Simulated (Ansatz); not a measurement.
Abridged Ansatz (a program for electronic structure) output:

```
Relaxation: its limit of steps is 60 (relax.max_steps)
Pseudopotential: Pb, paw, valence charge 14
Pseudopotential: I, paw, valence charge 17
Crystal: 3 atoms, lattice volume = 125.525 Å³
Basis set: ecut = 420 eV, 2453 PW (Γ), exchange–correlation on 64×64×96 points (8 copies of the dense FFT grid, shifted against one another)
Bands: 29, of which v1, the nominal top of the filled ones, is band 24 counted from 1 (23 counted from 0)
Symmetry: 12 space group operations
k-points: 40 of 320
Functional: x = pbe(κ = 0.804, μ = 0.2195149727645171), c = pbe(β = 0.06672455060314922)
SCF iter   1: F=—  HF=-26935.101895 eV  |F-HF|=—  |Δ(HF+E_count)|=         —  Δρ=6.22e-4  dr2=3.41e-4  ethr=1.77e-3  ⟨swp⟩=8.4  Hψ=5790  notcnv=0
SCF iter   2: F=—  HF=-26935.100230 eV  |F-HF|=—  |Δ(HF+E_count)|=   1.67e-3  Δρ=4.28e-4  dr2=2.00e-4  ethr=7.10e-7  ⟨swp⟩=3.0  Hψ=2841  notcnv=0  defer=9
SCF 1 converged in 6 iterations: F = -26935.100340 eV  dr2 = 2.08e-8
relax step   1: F+E_penalty+E_count = -26935.10034048 eV  Δ(F+E_penalty+E_count) = +0.000e0 eV  max|allowed force component| = 7.798e-5 eV/Å  Δτ_max = 0.0000 Å  P = -0.002 GPa  Ω = 125.525 Å³  (6 SCF iters, dr2 threshold 1.00e-7 eV, accepted)
[... steps on the carried basis left out ...]
relax step   5: F+E_penalty+E_count = -26935.04487816 eV  Δ(F+E_penalty+E_count) = +1.179e-3 eV  max|allowed force component| = 1.813e-3 eV/Å  Δτ_max = 0.0000 Å  P = +1.796 GPa  Ω = 114.330 Å³  stress off target by 1.74e-2 GPa  SCF on the basis re-selected at this cell (its energy is not comparable with the rows above)  (6 SCF iters)
SCF converged after 6 iterations
Free energy (F): -26935.044878 eV
Internal energy: -26935.044878 eV  (E = F + TS)
E sigma→0 (E₀):  -26935.044878 eV
Fermi energy:    7.664924 eV
  E_disp       = -1.009524  (pairwise vdW)
--- Forces (eV/Å), atoms counted from 1 ---
  atom   1  Pb     0.00000000    -0.00000000     0.00000000
  atom   2  I     -0.00000000    -0.00000000    -0.00181318
  atom   3  I      0.00000000     0.00000000     0.00181318
--- Stress (GPa, compression-positive) ---
        1.802438      -0.000000       0.000000
        0.000000       1.802438      -0.000000
        0.000000      -0.000000       1.782555
  P = ⅓ Tr σ = 1.7958 GPa (17.958 kbar)
--- Relaxed structure (4 steps of the walk, 4 accepted, 1 SCFs on fresh bases) ---
  cell:  # Å, volume = 114.3304 Å³
    - [4.421513550328203, -3.740617117632646e-33, 2.337885698520404e-34]
    - [-2.2107567751641013, 3.8291430577613492, -2.1921794011405924e-33]
    - [3.5773422064543654e-34, -3.6667757616157246e-33, 6.752879281226068]
  atoms:
    - { symbol: Pb, position: [1.1738530867734136e-34, 9.147256487809726e-36, -9.008225781569051e-85] }
    - { symbol: I, position: [0.3333333333333333, 0.6666666666666666, 0.2844376515016871] }
    - { symbol: I, position: [0.6666666666666666, 0.3333333333333333, 0.7155623484983128] }
```

What was computed, and what are the main results?

PbI2, 3 atoms in the cell, with Ansatz, PBE-D3(BJ), PAW, cutoff 420 eV, scalar-relativistic without spin-orbit coupling, from a series relaxed to a target (pressure 1.8 GPa). The last SCF converged to F = -26935.044878 eV, or -8978.3483 eV per atom, at a pressure of 1.80 GPa. The total energy compares only with runs of the same code, potentials and settings.

Spin-orbit coupling, missing from the scalar runs, can matter with I and Pb. Load acts through the strain it causes; cell and atoms are relaxed under it. Stability against distortions was not tested. The cell was made from PbI$_{2}$ in the CdI2 type structure (space group P-3m1, No. 164) by this change: pressure 1.8 GPa.

Keys are those of Ansatz 0.2.
